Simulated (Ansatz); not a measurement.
Gap of a bare wurtzite GaAs nanowire along [0001], 12 atoms a period at several levels, all on one geometry.

Levels: PBE (plane waves to 420 eV, PAW; Ansatz, a quantum-chemistry and plane-wave program); PBE with spin-orbit coupling run with Ansatz; r2SCAN (plane waves to 500 eV, PAW; Ansatz); HSE06 in Ansatz. Unmarked values and the geometry are of the first. Mesh 1×1×6. No spin polarisation, so a magnetic state wasn't tested. One-dimensional cell, images about 11 Å apart. An idealised model, cut from the bulk lattice. Only distortions within the start's symmetry and period were free. Values not marked SOC lack spin–orbit coupling. HSE06 ran on a 1×1×3 mesh and at PBE's edge points.

```json
[
 {"level": "PBE", "gap (eV)": "0.64"},
 {"level": "PBE+SOC", "gap (eV)": "0.62"},
 {"level": "r2SCAN", "gap (eV)": "…"},
 {"level": "HSE06", "gap (eV)": "1.28"}
]
```

Problem. What belongs in the gaps?

Solution. 
- r2SCAN, gap (eV): 0.89
